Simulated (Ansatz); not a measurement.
## N on the 1x1 (100) surface of monoclinic HfO2 (cut with top plane 2 O), one in a 1x1 cell, started at the site 'bridge O-O (span 5.2 Å)'

Host crystal: monoclinic HfO2, with a band gap (PBE, scalar-relativistic without spin-orbit coupling).

The numbers are results of PBE (plane waves to 420 eV, PAW; Ansatz, a first-principles code), not measurements.

Model: 25-atom slab, 9.3 Å thick at the start under the adsorbate (thin: gaps and levels are the slab's own), 4x4x1 mesh, Fermi-Dirac 0.01 eV, dipole correction, 12 atoms held, the rest relaxed; no symmetry held; spin-polarised, ending with about 3.0 μB a cell; orders that need a larger cell were not tried, no spin-orbit, no U, no dispersion correction. At the end it is bonded to Hf. In PBE this state lies 1.53 eV over the lowest of the starts that converged ('top O', where the adsorbate paired with a surface O atom).

| Property | Value |
|---|---|
| adsorption energy against ½ N2(g) | 5.03 eV |
| gap of the slab on its k-mesh | 0.97 eV |
| highest filled level below the top vacuum level | 7.24 eV |
| change of the step from the bottom to the top vacuum level, against the clean slab | 0.027 eV |
| energy released by relaxation | 0.14 eV |
| height of the binding atom over the mean of the host atoms within 0.3 Å of the top one | 0.644 Å |
| magnetic moment of the cell | 3.00 μB |
| nearest host atoms of the binding atom | O at 2.39 Å, Hf at 2.41 Å, O at 2.73 Å |
| largest move of a host atom | 0.09 Å |
| caution | the clean host was not checked against rearrangement in a larger or rattled cell |
| note | in the relaxation the adsorbate left its starting site by 0.9 Å |
| cost | roughly 26 core-minutes |

A negative adsorption energy means that the adsorbate is more stable on the surface than in its reference.
